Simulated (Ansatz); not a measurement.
The parent structure is BAs in the zinc blende structure (space group F-43m, No. 216).

```
BAs
1.0
    0.00000     2.40468     2.40468
    2.40468     0.00000     2.40468
    2.40468     2.40468     0.00000
As B
1 1
Cartesian
  3.60702   3.60702   3.60702
  0.00000   0.00000   0.00000
```

Computed with Kohn–Sham DFT with the PBE functional, run in Ansatz (a program for electronic structure) with PAW and 420 eV plane waves, no SOC, earlier PAW set.

Carriers are added at fixed cell with a uniform background; the Fermi–Dirac width is that of 300 K.

One change was made to it. Results:

The Fermi level relative to the doped band's edge (positive inside the band; to 0.05 eV) amounts to +0.85 eV; the gap between the host's bands increases by 0.085 eV to 1.29 eV; the gap character remains indirect, Γ → a point along ⟨100⟩, about 1.1 Å⁻¹ from Γ.

Question: Which change produced these results?
A) holes 1.0×10^21 cm⁻³
B) electrons 3.0×10^21 cm⁻³
C) electrons 2.0×10^21 cm⁻³
D) holes 5.0×10^21 cm⁻³
E) holes 2.0×10^21 cm⁻³

Answer: D, holes 5.0×10^21 cm⁻³. For comparison, the Fermi level from band edge in the other runs: holes 2.0×10^21 cm⁻³ gives +0.50 eV; electrons 2.0×10^21 cm⁻³ gives +0.40 eV; electrons 3.0×10^21 cm⁻³ gives +0.50 eV; holes 1.0×10^21 cm⁻³ gives +0.30 eV.

Carriers are added with a uniform compensating background; total energy and stress of such cells depend on the potential's zero and are not compared; many-body gap narrowing is missing at this level. No phonon test of stability was made.
